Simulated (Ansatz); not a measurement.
Take Ru in the hcp (Mg type) structure (space group P6_3/mmc, No. 194; relaxed with 0.1 eV smearing) as the base.

```
Ru
1.0
    2.70552     0.00000     0.00000
   -1.35276     2.34305     0.00000
    0.00000     0.00000     4.26507
Ru
2
Cartesian
  0.00000   1.56203   3.19880
  1.35276   0.78102   1.06627
```

Cartesian axes are those of the cell as printed.

Method: r2SCAN (Ansatz, a first-principles code), no spin-orbit coupling, earlier PAW set.

Base values:

The shortest interatomic distance comes out as 2.643 Å and the band gap comes out as zero.

One thing is altered: tensor shear ε_xz = −0.69 % (engineering shear γ = -0.0138), atoms relaxed at fixed cell.

### Question
How does this affect the energy relative to the base?

### Answer
The energy goes up by 1.6 meV/atom.

### Question
What happens to the stress?

### Answer
The stress (xx, yy, zz, yz, xz, xy; compression positive) amounts to (0.1, 0.0, 0.1, 0.0, 2.7, 0.0) GPa.

### Question
What does the calculation give for the shortest interatomic distance after the change?

### Answer
The shortest interatomic distance decreases by 0.015 Å (2.643 Å → 2.628 Å).

### Question
What happens to the band gap?

### Answer
The band gap remains zero.

The cells carry an imposed strain or load. No phonon test of stability was made. All final runs are without spin polarisation.
